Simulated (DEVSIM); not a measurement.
Structure: Cr/Si3N4/p-Si capacitor, at 300 K.

Layer 1 from the left is Si3N4, thickness (nm) 4.60. Layer 2 from the left is Si, thickness (nm) 8700, Na (cm⁻³) 4.4e15.

Metal gate on the left, work function 4.5 eV. Fixed charge at the semiconductor interface -2e10 cm⁻² (in units of +e); no interface traps.

The device is made up for the run: typed textbook-type constants, with dimensions and the other settings drawn at random. Values at 300 K.

Si3N4: gap (eV) 5.1, affinity (eV) 2.1, permittivity 7.5. Si: gap (eV) 1.124, affinity (eV) 4.05, permittivity 11.7, Nc (cm⁻³) 2.86e19, Nv (cm⁻³) 3.1e19.

**Question.** Estimate by hand the flat-band voltage, the threshold voltage, and compare with a numerical solution.

**Answer.** 
- Flat-band voltage: C = 1.44 μF/cm², work-function difference -0.445 V; VFB = φms − qNf/C = -0.44 V; numerical -0.44 V.
- Threshold voltage: φF = 0.334 V, depletion charge √(4εqNφF) = 3.12e-8 C/cm²; VT = VFB + 2φF + Qd/C = 0.25 V; numerical 0.25 V.

Simulated with DEVSIM: 1D Poisson equation in equilibrium, Boltzmann statistics, complete ionisation; no quantum confinement or tunnelling. Metal contacts follow the ideal Schottky-Mott rule: no Fermi-level pinning, no interface dipoles.
